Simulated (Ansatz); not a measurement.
The starting structures come from a database of crystals and need not be the phases stable at ambient conditions.

 Where the default PAW files enter, the runs use the earlier of Ansatz's two default sets.

Crystal: K2Sn2O3 (R-3m, not sure to be the ambient phase, 7 atoms a cell, 21.2 Å³ an atom); planes in its conventional cell.

All values below come from r2SCAN (plane waves, PAW; Ansatz, an electronic-structure program).

The gap is the functional's own. No spin-orbit coupling. Mid-gap values are interpolated on the energy grid.

```tsv
plane	area of the cell (Å²)	mid-gap κ (1/Å)	largest κ in the gap (1/Å)
(001)	31.4	0.22	0.24
(101)	30.3	___	___
```

Task: The slowest decay depends on the direction. Supply the withheld values.

Result: 
- (101), mid-gap κ (1/Å): 0.12
- (101), largest κ in the gap (1/Å): 0.12
